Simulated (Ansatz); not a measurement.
# GaN, pressure series

Take GaN in the wurtzite structure (space group P6_3mc, No. 186; a = 3.218 Å, c = 5.243 Å) as the base.

Cell and atoms are relaxed at each pressure.

Level of theory: PBE (Ansatz, a program for electronic structure; PAW; 420 eV plane waves; spin-orbit coupling left out).

Candidates:
(a) pressure 30 GPa
(b) pressure −1 GPa
(c) pressure 0.9 GPa
(d) pressure 4.5 GPa

Before the change:

The band gap is 1.71 eV.

Problem. Order them by band gap, lowest first.

Solution. (b) pressure −1 GPa (1.67 eV), (c) pressure 0.9 GPa (1.74 eV), (d) pressure 4.5 GPa (1.87 eV), (a) pressure 30 GPa (2.57 eV)

Load acts through the strain it causes; cell and atoms are relaxed under it. Stability against distortions was not tested. Tetrahedral semiconductors of this kind turn to denser phases somewhere between about 1 and 50 GPa; those were not computed, so compressed cells here can lie past the real transition.
